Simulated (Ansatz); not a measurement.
GaAlAs2 (model structure, P-4m2, No. 115, 4 atoms in the cell), treated with LDA (PAW; Ansatz, a first-principles code).

Settings: plane-wave cutoff 520 eV, 8×8×6 k mesh (along the axes of the cell as run), Fermi–Dirac smearing 0.01 eV, scalar-relativistic PAW data made under PBE.

Cell (relaxed at this level):

```
CELL_PARAMETERS angstrom
      3.97381     0.00000     0.00000
      0.00000     3.97381     0.00000
      0.00000     0.00000     5.61142
ATOMIC_POSITIONS crystal
  Ga 0.00000 0.00000 0.00000
  As 0.50000 0.00000 0.24976
  Al 0.50000 0.50000 0.50000
  As 0.00000 0.50000 0.75024
```

Task: Estimate the band gap and smallest direct gap on the k points sampled that the calculation returns.

Result: 
band gap: 1.03 eV (indirect)
smallest direct gap on the k points sampled: 1.05 eV

Note: the relaxation could raise the start's symmetry but not lower it, so the cell can be a saddle point.

Spin–orbit coupling is not included.

Static lattice: no zero-point or thermal effects.

A model structure was made by putting elements into a prototype or built by hand; it is no filed structure, need not be a known phase, and can be a saddle point held by its symmetry.
